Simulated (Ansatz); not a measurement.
Several settings converged on the (001) slab of Sr(ZnSb)2 (cut from a parent of space group no. 164; 5 atoms in the cell)

```
CELL_PARAMETERS angstrom
      4.49932     0.00000     0.00000
     -2.24966     3.89653     0.00000
      0.00000     0.00000    19.65089
ATOMIC_POSITIONS crystal
  Sr 0.00000 0.00000 0.50000
  Zn 0.66667 0.33333 0.64378
  Zn 0.33333 0.66667 0.35622
  Sb 0.33333 0.66667 0.60682
  Sb 0.66667 0.33333 0.39318
```

Base method: LDA (PW92), default PAW files made with PBE (plane waves; Ansatz, a quantum-chemistry and plane-wave program).

Base settings: basis.ecutwfc = 420 eV; kpoints.mp_grid.grid = 8 8 1; hamiltonian.xc = lda; hamiltonian.pseudopotentials = {kind: paw} (the program's default PAW files); scf.occupations.method = fermi_dirac; scf.occupations.width = 0.1 eV.

The count of work is k-points × plane waves × bands × iterations; it is no time. 

**The vacuum**

The mesh stays at the base's, so the ladder's end is converged at best in this setting alone.

Only quantities that move along the ladder and can be compared are tabulated.

| vacuum between outermost atoms (Å) | free energy less the last step's (meV/atom) | largest difference of a force vector from the last step's (eV/Å) | count of work / last |
|---|---|---|---|
| 3.0 | -108.26 | 0.566 | 0.25 |
| 4.0 | -16.64 | 0.111 | 0.27 |
| 5.0 | 0.41 | 0.008 | 0.30 |
| 6.0 | 1.53 | 0.004 | 0.37 |
| 7.0 | 0.79 | 0.003 | 0.35 |
| 8.0 | 0.31 | 0.001 | 0.38 |
| 10.0 | 0.03 | 0.000 | 0.44 |
| 12.0 | 0.01 | 0.000 | 0.49 |
| 14.0 | 0.00 | 0.001 | 0.55 |
| 17.0 | 0.01 | 0.000 | 0.64 |
| 20.0 | 0.01 | 0.001 | 0.72 |
| 25.0 | 0.00 | 0.000 | 0.86 |
| 30.0 | 0.00 | 0.000 | 1.0 |

Smallest vacuum between outermost atoms (Å) that holds the forces within 0.01 eV/Å of the last step, with all finer ones: 5.0, at 0.30 of the last step's count of work; the step before is off by 0.11 eV/Å.

Smallest vacuum between outermost atoms (Å) that holds the free energy within 5 meV/atom of the last step, with all finer ones: 5.0, at 0.30 of the last step's count of work; the step before is off by 17 meV/atom.

**The plane-wave cutoff**

The mesh stays at the base's, so the ladder's end is converged at best in this setting alone.

Only quantities that move along the ladder and can be compared are tabulated.

```csv
basis.ecutwfc,free energy less the last step's (meV/atom),largest difference of a force vector from the last step's (eV/Å),gap on the mesh (eV),count of work / last
210 eV,4540.59,0.138,0.441,0.13
250 eV,906.24,0.054,0.420,0.14
295 eV,107.80,0.032,0.404,0.21
355 eV,4.25,0.004,0.406,0.24
420 eV,1.32,0.001,0.406,0.32
505 eV,0.59,0.000,0.406,0.47
630 eV,0.25,0.000,0.406,0.57
840 eV,0.00,0.000,0.406,1.0
```

Coarsest basis.ecutwfc that holds the gap on the mesh within 0.02 eV of the last step, with all finer ones: 250 eV, at 0.14 of the last step's count of work; the step before is off by 0.035 eV.

Coarsest basis.ecutwfc that holds the forces within 0.01 eV/Å of the last step, with all finer ones: 355 eV, at 0.24 of the last step's count of work; the step before is off by 0.032 eV/Å.

Coarsest basis.ecutwfc that holds the free energy within 5 meV/atom of the last step, with all finer ones: 355 eV, at 0.24 of the last step's count of work; the step before is off by 110 meV/atom.

On the base run: the starting cell comes from a database of computed structures (which also holds hypothetical and non-ambient phases and stackings), without a prior relaxation at this level. The slab is cut from that crystal, and its faces are unrelaxed. Its lattice was rescaled by up to half a per cent. Spin-orbit coupling is off.

Left out of this page: 1 run of the series outside the window shown, repeating another row's setting, or not comparable.

Keys are those of Ansatz 0.2.
